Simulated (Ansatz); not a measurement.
Gap of a single chain of Se2Te cut from its crystal, 3 atoms a period at several levels, all on one geometry.

Levels: PBE+D3(BJ) (plane waves to 420 eV, PAW; Ansatz, a program for electronic structure); Ansatz with PBE+D3(BJ) with spin-orbit coupling; r2SCAN (plane waves to 500 eV, PAW; Ansatz); Ansatz with HSE06. Unmarked values and the geometry are of the first. Mesh 1×1×6. No spin polarisation. One-dimensional cell, images about 11 Å apart. A model cut from a filed crystal. Only distortions within the start's symmetry and period were free. Pairing along the axis, which can open a gap, is among the distortions not tried. Values not marked SOC lack spin–orbit coupling. HSE06 ran on a 1×1×4 mesh and at PBE's edge points.

```json
[
 {"level": "PBE", "gap (eV)": "1.88"},
 {"level": "PBE+SOC", "gap (eV)": "1.78"},
 {"level": "r2SCAN", "gap (eV)": "(withheld)"},
 {"level": "HSE06", "gap (eV)": "2.79"}
]
```

**Question.** Fill in the missing entries.

**Answer.** 
- r2SCAN, gap (eV): 2.15
